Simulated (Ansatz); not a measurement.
Consider Ti in the hcp (Mg type) structure (space group P6_3/mmc, No. 194; relaxed with 0.1 eV smearing).

```xyz
2
Lattice="2.9364 0.0000 0.0000 -1.4682 2.5430 0.0000 0.0000 0.0000 4.6402" Properties=species:S:1:pos:R:3 pbc="T T T"
Ti     1.4682     0.8477     3.4802
Ti     0.0000     1.6953     1.1601
```

Computed with plane-wave PAW DFT at the r2SCAN level (Ansatz, a quantum-chemistry and plane-wave program, 500 eV), no spin-orbit coupling.

Strains are applied to the cell and any free atomic positions relax.

One change was made to it. Results:

The energy rises by 1.4 meV/atom; the pressure (mean of the normal stresses, compression positive) goes from zero to -1.7 GPa; the band gap stays zero.

Question: Which change produced these results?
(A) isotropic strain +1.00 %
(B) isotropic strain +0.50 %
(C) isotropic strain +3.00 %
(D) isotropic strain +2.50 %

Answer: B, isotropic strain +0.50 %. For comparison, the energy relative to the base in the other runs: isotropic strain +3.00 % gives +47 meV/atom; isotropic strain +2.50 % gives +33 meV/atom; isotropic strain +1.00 % gives +5.5 meV/atom.

No phonon test of stability was made. All final runs are without spin polarisation.
